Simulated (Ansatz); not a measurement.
ZnS (F-43m), Ansatz (a program for electronic structure) with r2SCAN, rigid bands: Condition of this run: functional r2SCAN on the same cell. band gap 2.79 eV, N_c = 2.34e18 cm⁻³ and N_v = 8.22e19 cm⁻³ at 300 K, conductivity masses of 0.208 mₑ (electrons) and 0.750 mₑ (holes). Take k_BT = 0.02585 eV.

Task: Find the intrinsic carrier density and the intrinsic Fermi level.

Result: n_i = √(N_c N_v) exp(−E_g/2k_BT) = 1.39e19 × exp(−53.96) = 5.1e-5 cm⁻³. The level lies (k_BT/2) ln(N_v/N_c) = 46 meV from mid-gap (positive towards the conduction band). Each 0.1 eV added to the gap lowers n_i by a factor of 6.9.

Task: What thermal injection velocity √(2k_BT/πm) limits a ballistic channel?

Result: 1.18e7 cm/s for electrons and 6.21e6 cm/s for holes, a ratio of √(m_h/m_e) = 1.90, for dilute carriers.

Rigid, parabolic bands with the computed gap; masses take one relaxation time for all states. Spin-orbit coupling is left out; where it splits the top of the valence band, N_v and the p-type Seebeck coefficient come out somewhat high without it. Geometry: cell and atoms relaxed with PBEsol.
